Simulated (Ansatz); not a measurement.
The cell is built on a prototype and need not be the phase stable at ambient conditions.

By r2SCAN, the system below comes out a metal.

Without scattering a metal conducts by its projected Fermi surface.

Consider the following.

```
SrB3C3
1.0
    4.84292     0.00000     0.00000
    0.00000     4.84292     0.00000
    0.00000     0.00000     4.84292
Sr B C
2 6 6
Direct
  0.50000   0.50000   0.50000
  0.00000   0.00000   0.00000
  0.75000   0.00000   0.50000
  0.50000   0.75000   0.00000
  0.50000   0.25000   0.00000
  0.25000   0.00000   0.50000
  0.00000   0.50000   0.75000
  0.00000   0.50000   0.25000
  0.75000   0.50000   0.00000
  0.00000   0.75000   0.50000
  0.00000   0.25000   0.50000
  0.25000   0.50000   0.00000
  0.50000   0.00000   0.75000
  0.50000   0.00000   0.25000
```

Space group of this cell: Pm-3n. The cell was relaxed by PBE-D3(BJ); by r2SCAN its mean pressure is 4.7 GPa.

The current flows along the normal of the first two printed cell vectors. No spin-orbit coupling; the value is a mean over 0.1 eV about the Fermi level.

Task: Estimate the ballistic conductance per area that r2SCAN in Ansatz (an electronic-structure program) returns for this system.

Result: 0.43 × 10¹⁵ S/m² for both spins.
